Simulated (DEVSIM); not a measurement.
Structure: Ti/HfO2/SiO2/p-Si capacitor, at 300 K.

Layer 1 from the left is HfO2, thickness (nm) 2.60. Layer 2 from the left is SiO2, thickness (nm) 0.620. Layer 3 from the left is Si, thickness (nm) 4500, Na (cm⁻³) 1.6e16.

Metal gate on the left, work function 4.33 eV. Fixed charge at the semiconductor interface 6.64e12 cm⁻² (in units of +e); interface traps 3.8e11 cm⁻² eV⁻¹, uniform in energy, neutral level at 0.7 of the gap above the valence band.

This is a model device: material constants are rounded textbook-type values typed into the input, and sizes, dopings and lifetimes were drawn at random. Values at 300 K.

HfO2: gap (eV) 5.7, affinity (eV) 2.5, permittivity 22. SiO2: gap (eV) 9, affinity (eV) 0.9, permittivity 3.9. Si: gap (eV) 1.124, affinity (eV) 4.05, permittivity 11.7, Nc (cm⁻³) 2.86e19, Nv (cm⁻³) 3.1e19.

Model (solved in DEVSIM): 1D Poisson equation in equilibrium, Boltzmann statistics, complete ionisation; no quantum confinement or tunnelling. Metal contacts follow the ideal Schottky-Mott rule: no Fermi-level pinning, no interface dipoles.

Q: What does the simulation give for the minimum of the low-frequency capacitance, the threshold voltage (band bending 2φF), the flat-band voltage?

A: minimum of the low-frequency capacitance 0.106 μF/cm²; threshold voltage (band bending 2φF) -0.22 V; flat-band voltage -0.99 V.
